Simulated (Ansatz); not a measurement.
Functionals compared on the (001) surface of tetragonal WSi2 in its 1x1 cell (cut with top plane W, bottom plane W), outermost plane spacing 1.30 Å in the ideal cut (one of several cuts of this face), with 1 W a cell over the bulk's ratio, in Ansatz (plane waves, PAW). The structure was relaxed with PBE; the other rows are single points on it. Cutoff 420 eV (500 eV for r2SCAN).

Set-up: 10 atoms, Si6W4, 11.8 Å thick at the start; mesh 12x12x1; 0.1 eV smearing; dipole correction on; all atoms relaxed; start symmetry kept, larger cells not searched; no spin, no spin-orbit, no U. These notes are the PBE run's.

```tsv
functional	work function of the top face (eV)	rough cost of the single point
PBE	4.35	–
LDA	4.63	roughly 19 core-seconds
PBEsol	4.44	roughly 19 core-seconds
RPBE	(withheld)	roughly 20 core-seconds
r2SCAN	4.36	around 40 core-seconds (rough)
```

**Question.** Some entries are withheld; supply them.

**Answer.** 
- RPBE, work function of the top face (eV): 4.20

Ansatz is a first-principles code.
